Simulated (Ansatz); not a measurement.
Base system: WC (space group P-6m2, No. 187; a = 2.912 Å, c = 2.836 Å).

All numbers come from r2SCAN in Ansatz (plane waves to 500 eV, PAW, scalar-relativistic without spin-orbit coupling).

One change was made to it. Results:

| quantity | base | after |
|---|---|---|
| lattice parameter a | 2.912 Å | 2.876 Å |
| c/a ratio | 0.974 | 0.977 |

### Question
Which of these changes matches the shifts?
A. pressure 15 GPa
B. pressure 0.9 GPa
C. pressure −1 GPa

### Answer
A, pressure 15 GPa. For comparison, the lattice parameter a in the other runs: pressure −1 GPa gives 2.915 Å; pressure 0.9 GPa gives 2.910 Å.

Load acts through the strain it causes; cell and atoms are relaxed under it. No phonon test of stability was made. No other phases were tried under pressure. All final runs are without spin polarisation.

Ansatz is a program for electronic structure.
